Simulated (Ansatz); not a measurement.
Formation energy of Au_Al in Al (fcc, Fm-3m): levels of theory

Consider the formation energy of Au_Al in Al (fcc, Fm-3m). Reaction: 63 Al (fcc) + Au (fcc) → cell A.

A: a supercell of 64 sites of Al (fcc, Fm-3m) with Au on an Al site (12 Al at 2.87 Å); spin state with PBE: run without spin.

Setting: static, neutral cells in Ansatz (PAW) whose structures rest at the PBE level. Ansatz (an electronic-structure program) runs with its default PAW set. Other levels take these structures. The lattices are those relaxed with PBE, so at other levels the solids can be strained, which adds to the spread. Larger cells are relaxed from a start prepared with the learned potential CHGNet, on a coarser mesh till forces fall under 0.03 eV/Å, which some starts already meet. A dispersion term (D3(BJ), or D4 for r2SCAN) was computed beside these levels and is taken off wherever the name lacks it. Spin-orbit coupling is left out. Mesh and cell size may move defect energies by 0.1 eV or more. Cell A has symmetry Fm-3m and got no random move, so less symmetric positions, which may lie lower, weren't tried.

```json
[
 {"Level": "PBE", "value (eV)": "-0.53"},
 {"Level": "PBE+D3(BJ)", "value (eV)": "-0.51"},
 {"Level": "LDA", "value (eV)": "-0.66"},
 {"Level": "PBEsol", "value (eV)": "-0.60"},
 {"Level": "RPBE", "value (eV)": "(withheld)"},
 {"Level": "r2SCAN+D4", "value (eV)": "(withheld)"}
]
```

Q: Some entries are withheld; supply them.

A: 
- RPBE, value (eV): -0.49
- r2SCAN+D4, value (eV): -0.42

The levels span 0.24 eV, from LDA (-0.66) to r2SCAN+D4 (-0.42).

Rough cost of one single point on cell A, against PBEsol's on the same shared machine and with each level's own mesh and cutoff: r2SCAN within a factor of 2.
